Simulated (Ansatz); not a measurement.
Abridged Ansatz (a program for electronic structure) output:

```
Pseudopotential: Ta, paw, valence charge 13
Crystal: 1 atoms, lattice volume = 17.228 Å³
Basis set: ecut = 420 eV, 321 PW (Γ), exchange–correlation on 40×40×40 points (8 copies of the dense FFT grid, shifted against one another)
Bands: 11, of which v1, the nominal top of the filled ones, is band 7 counted from 1 (6 counted from 0)
Symmetry: 48 space group operations
k-points: 256 of 8000
Functional: x = slater, c = lda
SCF iter   1: F=—  HF=-9682.616594 eV  |F-HF|=—  |Δ(HF+E_count)|=         —  Δρ=4.87e-3  dr2=2.93e-3  ethr=1.77e-3  ⟨swp⟩=6.0  Hψ=16496  notcnv=0
SCF iter   2: F=—  HF=-9682.615499 eV  |F-HF|=—  |Δ(HF+E_count)|=   1.09e-3  Δρ=2.03e-3  dr2=3.01e-4  ethr=2.25e-5  ⟨swp⟩=1.5  Hψ=5162  notcnv=0
SCF 1 converged in 7 iterations: F = -9682.615490 eV  dr2 = 1.29e-12
SCF converged after 7 iterations
Free energy (F): -9682.615490 eV
Internal energy: -9682.605130 eV  (E = F + TS)
E sigma→0 (E₀):  -9682.610310 eV
Entropy (-TS):   -0.010359 eV (-10.359 meV/atom)
Fermi energy:    19.234795 eV
--- Forces (eV/Å), atoms counted from 1 ---
  atom   1  Ta     0.00000000    -0.00000000     0.00000000
--- Stress (GPa, compression-positive) ---
       -0.002160      -0.000000      -0.000000
        0.000000      -0.002160      -0.000000
        0.000000       0.000000      -0.002160
  P = ⅓ Tr σ = -0.0022 GPa (-0.022 kbar)
```

Q: What was computed, and what are the main results?

A: Ta, 1 atom in the cell, with Ansatz LDA, no SOC. The last SCF converged to F = -9682.615490 eV, or -9682.6155 eV per atom, at a pressure of 0.00 GPa. The total energy compares only with runs of the same code, potentials and settings.

Stability against distortions was not tested. All final runs are without spin polarisation. The cell is Ta in the bcc (W type) structure (space group Im-3m, No. 229).
